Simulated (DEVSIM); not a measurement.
Structure: Schottky contact on p-type GaSb, at 300 K.

Layer 1 from the left is GaSb, thickness (μm) 0.750, Na (cm⁻³) 8.3e15, τn (s) 6e-8, τp (s) 6e-8. Layer 2 from the left is GaSb, thickness (μm) 4.80, Na (cm⁻³) 1.3e18, τn (s) 6e-8, τp (s) 6e-8.

Left contact: Schottky, work function 4.206 eV, emission velocity 7.2e6 cm/s. Right contact: ohmic. Voltage is applied to the left contact. Recombination: SRH at mid-gap. Mobility is constant in doping.

Constants are typed, rounded textbook-type inputs, not results; the design itself was drawn at random and stands for no fabricated device. Values at 300 K.

GaSb: gap (eV) 0.726, affinity (eV) 4.06, permittivity 15.7, Nc (cm⁻³) 2.1e17, Nv (cm⁻³) 1.8e19, μn (cm²/Vs) 5000, μp (cm²/Vs) 850.

DEVSIM, 1D drift-diffusion, Boltzmann statistics, complete ionisation; no tunnelling, impact ionisation, image-force lowering or self-heating. Metal contacts follow the ideal Schottky-Mott rule: no Fermi-level pinning, no interface dipoles.

Problem. What does the simulation give for the dark forward voltage at 100 A/cm², the potential step across the device at zero bias?

Solution. dark forward voltage at 100 A/cm² 0.286 V; potential step across the device at zero bias 0.512 V.
